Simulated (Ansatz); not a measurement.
SnO₂ (P4₂/mnm, No. 136, 6 atoms in the cell; start mp-550172) was calculated with PBE0 (plane waves, PAW; Ansatz, a first-principles code).

Settings: plane-wave cutoff 460 eV, 6×6×8 k mesh (along the axes of the cell as run), Fermi–Dirac smearing 0.01 eV, scalar-relativistic PAW data made under PBE.

Cell (relaxed with PBEsol):

```cif
data_O4Sn2
_chemical_formula_sum 'Sn2 O4'
_space_group_name_H-M_alt 'P42/mnm'
_space_group_IT_number 136
_space_group_name_Hall '-P 4n 2n'
_cell_length_a 4.76872
_cell_length_b 4.76872
_cell_length_c 3.21132
_cell_angle_alpha 90.000
_cell_angle_beta 90.000
_cell_angle_gamma 90.000
loop_
_atom_site_label
_atom_site_type_symbol
_atom_site_symmetry_multiplicity
_atom_site_Wyckoff_symbol
_atom_site_fract_x
_atom_site_fract_y
_atom_site_fract_z
_atom_site_occupancy
Sn1 Sn 2 a 0.00000 0.00000 0.00000 1
O1 O 4 f 0.30630 0.30630 0.00000 1
```

What does this level give for the band gap?


- band gap: 3.47 eV (on the SCF k mesh)

Note: cell and atoms aren't relaxed at this level (largest force component 0.02 eV/Å, pressure -3.1 GPa).

Spin–orbit coupling is not included.

Static lattice: no zero-point or thermal effects.

The result took about 4 core-minutes (a rough figure).

A start named mp-… is a Materials Project structure, which need not be a measured phase.
